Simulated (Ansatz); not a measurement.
Here is the system:

```
CELL_PARAMETERS angstrom
      0.00000     1.98157     2.09783
      1.98157     0.00000     2.09783
      1.98157     1.98157     0.00000
ATOMIC_POSITIONS crystal
  Li 0.00000 0.00000 0.00000
  F  0.50000 0.50000 0.50000
```

These are r2SCAN, rigid bands (plane waves, PAW, scalar-relativistic; Ansatz, a quantum-chemistry and plane-wave program) values and carry that method's errors. Condition of this run: uniaxial stress along [001] of -3.6 GPa (compression positive) (the target of the relaxation). Cell: cell and atoms relaxed with PBEsol, then loaded as said.

Q: What conductivity effective mass do dilute electrons have at 300 K?

A: 0.88 (x), 0.88 (y), 0.85 (z) mₑ.

Q: Predict the hole conductivity mass (n e² τ/σ) at 300 K, by direction if it differs.

A: 4.2 (x), 4.2 (y), 3.4 (z) mₑ.

Q: And the band gap?

A: 9.90 eV at this level; semilocal functionals usually fall short of the measured gap.

Rigid bands, one relaxation time for all states, no polarons. Spin-orbit coupling is left out. Geometry: cell and atoms relaxed with PBEsol.
